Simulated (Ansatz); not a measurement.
Base system: InPd3 in the Cu3Au type structure (space group Pm-3m, No. 221; a = 3.970 Å; a cell from a computed database, its experimental status unchecked). Axes: x, y, z lie along the cube axes.

Method: plane-wave PAW DFT at the PBEsol level (Ansatz, a program for electronic structure, 420 eV), scalar-relativistic without spin-orbit coupling.

Strains are applied to the cell and any free atomic positions relax; under biaxial strain the out-of-plane vector relaxes too; under stress the whole cell relaxes.

One change was made to it. Results:

The shortest interatomic distance decreases by 0.007 Å to 2.800 Å; the energy hardly moves.

Question: Name the change that was made.
A. biaxial strain −2.38 %, plane normal [111], relaxed out of plane
B. strain tensor (xx, yy, zz, yz, xz, xy) = (−0.42, +1.97, −1.71, −0.01, −0.99, +0.56) %
C. uniaxial stress, 0.5 GPa compression along x
D. biaxial strain −3.56 %, plane normal [110], relaxed out of plane
E. uniaxial strain ε_xx = −4.72 %

Answer: C, uniaxial stress, 0.5 GPa compression along x. For comparison, the energy relative to the base in the other runs: biaxial strain −2.38 %, plane normal [111], relaxed out of plane gives +18 meV/atom; biaxial strain −3.56 %, plane normal [110], relaxed out of plane gives +32 meV/atom; strain tensor (xx, yy, zz, yz, xz, xy) = (−0.42, +1.97, −1.71, −0.01, −0.99, +0.56) % gives +3.7 meV/atom; uniaxial strain ε_xx = −4.72 % gives +24 meV/atom.

Without a gap, meshes like the base's 12×12×12 leave anisotropic stresses uncertain by several tenths of a GPa, and small strain energies with them. Stability under load was not tested beyond the relaxation. The base started in P4/mmm and relaxed to Pm-3m at this level. All final runs are without spin polarisation.
